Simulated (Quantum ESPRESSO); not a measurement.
Quantum ESPRESSO run on Ni (Fm-3m, 1 atom in the cell): self-consistent single point.

Method of the run: PBE, PSlibrary PAW (PBE) pseudopotentials (plane waves; Quantum ESPRESSO).

```
Ni
1.0
    0.00000     1.75472     1.75472
    1.75472     0.00000     1.75472
    1.75472     1.75472     0.00000
Ni
1
Direct
  0.00000   0.00000   0.00000
```
Moments meant for the start (each program seeds them in its own way; μB, in the order of the atoms Ni): 1.0.

Reference input (self-consistent single point, DFT, PBE, plane waves, PSlibrary PAW (PBE) pseudopotentials): ecutwfc = 50 Ry; ecutrho = 300 Ry; occupations = smearing; smearing = gauss; degauss = 0.0073499 Ry; nspin = 2; potentials = {Ni: Ni.pbe-n-kjpaw_psl.1.0.0.UPF}; K_POINTS = automatic 16 16 16 0 0 0; conv_thr = 1e-10 Ry; mixing_beta = 0.3. This run's input differs from it in these lines:

```diff
@@ -15,4 +15,4 @@
    occupations = 'smearing'
-   smearing = 'gauss'
-   degauss = 0.0073499
+   smearing = 'cold'
+   degauss = 0.02205
    nspin = 2
@@ -33,3 +33,3 @@
 K_POINTS {automatic}
-16 16 16  0 0 0
+26 26 26  0 0 0
```

The program printed (abridged):

```
     Self-consistent Calculation

     iteration #  1     ecut=    50.00 Ry     beta= 0.30

     Threshold (ethr) on eigenvalues was too large:
     Diagonalizing with lowered threshold

     total energy              =    -185.70234860 Ry
     estimated scf accuracy    <       0.00351771 Ry

     total magnetization       =     0.69 Bohr mag/cell
     absolute magnetization    =     0.69 Bohr mag/cell

     iteration #  2     ecut=    50.00 Ry     beta= 0.30

     total energy              =    -185.70353014 Ry
     estimated scf accuracy    <       0.00117216 Ry

     total magnetization       =     0.70 Bohr mag/cell
   [... lines left out ...]

     total magnetization       =     0.69 Bohr mag/cell
     absolute magnetization    =     0.72 Bohr mag/cell

   [... 6 blocks of this kind left out ...]

     iteration # 10     ecut=    50.00 Ry     beta= 0.30

     total energy              =    -185.70479787 Ry
     estimated scf accuracy    <          3.3E-10 Ry

     total magnetization       =     0.68 Bohr mag/cell
     absolute magnetization    =     0.77 Bohr mag/cell

     iteration # 11     ecut=    50.00 Ry     beta= 0.30

     Magnetic moment per site  (integrated on atomic sphere of radius R)
     atom   1 (R=0.412)  charge=  8.7006  magn=  0.7160
     End of self-consistent calculation

     Number of k-points >= 100: set verbosity='high' to print the bands.

     the Fermi energy is    13.8244 ev

!    total energy              =    -185.70479787 Ry
     estimated scf accuracy    <          2.9E-11 Ry
     smearing contrib. (-TS)   =       0.00026696 Ry
     internal energy E=F+TS    =    -185.70506482 Ry

     total magnetization       =     0.68 Bohr mag/cell
     absolute magnetization    =     0.77 Bohr mag/cell

     convergence has been achieved in  11 iterations

     Forces acting on atoms (cartesian axes, Ry/au):

     atom    1 type  1   force =     0.00000000    0.00000000    0.00000000

     Total force =     0.000000     Total SCF correction =     0.000000

          total   stress  (Ry/bohr**3)                   (kbar)     P=       10.94
   0.00007439  -0.00000000  -0.00000000           10.94       -0.00       -0.00
  -0.00000000   0.00007439  -0.00000000           -0.00       10.94       -0.00
  -0.00000000  -0.00000000   0.00007439           -0.00       -0.00       10.94

   JOB DONE.
```

The run converged in 11 iterations. Against the reference run the free energy goes up by 1.6 meV/atom, the pressure goes from 0.82 to 1.09 GPa and the size of the net moment goes from 0.60 to 0.68 μB/atom.

The starting cell has typed, rounded lattice constants, without a prior relaxation at this level. Its lattice was rescaled by up to half a per cent. With one magnetic atom in the cell only a parallel order is possible.

Cost on one core of a shared machine: roughly 50 s.
